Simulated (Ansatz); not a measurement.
## SiC (space group P6_3mc, No. 186)

```cif
data_C6Si6
_chemical_formula_sum 'Si6 C6'
_space_group_name_H-M_alt 'P 1'
_space_group_IT_number 1
_cell_length_a 3.09500
_cell_length_b 3.09500
_cell_length_c 15.18649
_cell_angle_alpha 90.000
_cell_angle_beta 90.000
_cell_angle_gamma 120.000
loop_
_space_group_symop_operation_xyz
  'x, y, z'
loop_
_atom_site_label
_atom_site_type_symbol
_atom_site_fract_x
_atom_site_fract_y
_atom_site_fract_z
_atom_site_occupancy
Si1 Si 0.00000 0.00000 0.99982 1
Si2 Si 0.00000 0.00000 0.49982 1
Si3 Si 0.66667 0.33333 0.83309 1
Si4 Si 0.33333 0.66667 0.33309 1
Si5 Si 0.66667 0.33333 0.16660 1
Si6 Si 0.33333 0.66667 0.66660 1
C1 C 0.00000 0.00000 0.87447 1
C2 C 0.00000 0.00000 0.37447 1
C3 C 0.66667 0.33333 0.70810 1
C4 C 0.33333 0.66667 0.20810 1
C5 C 0.66667 0.33333 0.04161 1
C6 C 0.33333 0.66667 0.54161 1
```

Calculations: DFT with PBE, PAW potentials and a 420 eV plane-wave cutoff in Ansatz (a quantum-chemistry and plane-wave program), spin-orbit coupling left out, earlier PAW set. Settings: 10×10×2 k-points, 0.05 eV Fermi–Dirac smearing.

The volume per atom comes out as 10.50 Å³, the density is 3.17 g/cm³ and the band gap is 2.03 eV (uncertain: the edges found on the path are not clean extrema). The total energy comes out as -443.582 eV/atom (σ→0; compares only within this code and set-up).

Stability against distortions was not tested.
